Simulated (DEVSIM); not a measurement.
Device: illuminated Si n-on-p cell, one wavelength, at 300 K.

Layer 1 from the left is Si, thickness (μm) 0.0640, Nd (cm⁻³) 6e18, τn (s) 3.3e-5, τp (s) 0.00034, absorption coefficient (cm⁻¹) 1400. Layer 2 from the left is Si, thickness (μm) 39.0, Na (cm⁻³) 6.5e16, τn (s) 0.00053, τp (s) 0.00053, absorption coefficient (cm⁻¹) 1400.

Left contact: ohmic, minority hole recombination velocity 10000 cm/s. Right contact: ohmic, minority electron recombination velocity 10 cm/s. Voltage is applied to the left contact. Recombination: SRH at mid-gap, radiative, Auger. Gap narrowing is on: ΔEg = 6.92 meV × (l + √(l² + 0.5)), l = ln(N/1.3e17 cm⁻³), shared equally by both band edges. Light enters at the left, 7.5e17 photons cm⁻² s⁻¹, one pass, no reflection. Mobility is μmin + (μ − μmin)/(1 + (N/Nref)^α).

This is a model device: material constants are rounded textbook-type values typed into the input, and sizes, dopings and lifetimes were drawn at random. Values at 300 K.

Si: gap (eV) 1.124, affinity (eV) 4.05, permittivity 11.7, Nc (cm⁻³) 2.86e19, Nv (cm⁻³) 3.1e19, μn (cm²/Vs) 1417, μp (cm²/Vs) 470, μn,min 52, μp,min 45, Nref,n 9.7e16, Nref,p 2.2e17, αn 0.68, αp 0.72, B (cm³/s) 4.7e-15, Cn (cm⁶/s) 2.8e-31, Cp (cm⁶/s) 9.9e-32.

Model (solved in DEVSIM): 1D drift-diffusion, Boltzmann statistics, complete ionisation; no tunnelling, impact ionisation, image-force lowering or self-heating.

Dark forward current:

| |V| (V) | |J| (A/cm²) |
|---|---|
| 0.15 | 1.125e-10 |
| 0.25 | 4.146e-9 |
| 0.30 | 2.767e-8 |
| 0.35 | 1.886e-7 |
| 0.40 | 1.297e-6 |
| 0.45 | 8.949e-6 |
| 0.50 | 6.184e-5 |
| 0.55 | 0.0004276 |
| 0.60 | 0.002957 |
| 0.65 | 0.02044 |
| 0.70 | 0.1407 |
| 0.75 | 0.9447 |
| 0.80 | 5.793 |
| 0.85 | 30.19 |
| 0.90 | 133.5 |
| 0.95 | 529.2 |
| 1.00 | 1837 |
| 1.05 | 4803 |

### Question
Work out the local ideality factor n = ΔV / (kT/q · ln(J2/J1)) between the rows 0.15 and 0.25 V, 0.55 and 0.60 V, 1.00 and 1.05 V.

### Answer
kT/q = 25.85 mV. From 0.15 to 0.25 V: ln(4.146e-9/1.125e-10) = 3.607, n = 1.07, near the 1 of diffusion or emission over a barrier. From 0.55 to 0.60 V: ln(0.002957/0.0004276) = 1.934, n = 1.00, near the 1 of diffusion or emission over a barrier. From 1.00 to 1.05 V: ln(4803/1837) = 0.961, n = 2.01.

### Question
What current could the absorbed light give at most, and what share is collected?

### Answer
Σ αd = 5.47, so qΦ(1 − exp(−Σ αd)) = 120 mA/cm². The simulated short-circuit current is 119.6 mA/cm², a share of 1.00.

### Question
Estimate the open-circuit voltage by superposition: the voltage at which the dark current equals that short-circuit current.

### Answer
Interpolating ln J in the table gives 0.696 V. The simulation gives 0.696 V, the same within the digits that matter. Superposition holds where collection doesn't change with voltage.

### Question
Estimate the fill factor from FF0 = (v − ln(v + 0.72))/(v + 1), v = qVoc/(nkT), with n from the dark curve.

### Answer
The rows about Voc, 0.65 and 0.70 V, give n = 1.00, so v = 26.9 and FF0 = 0.845. The simulation gives 0.846, the same within the digits that matter.
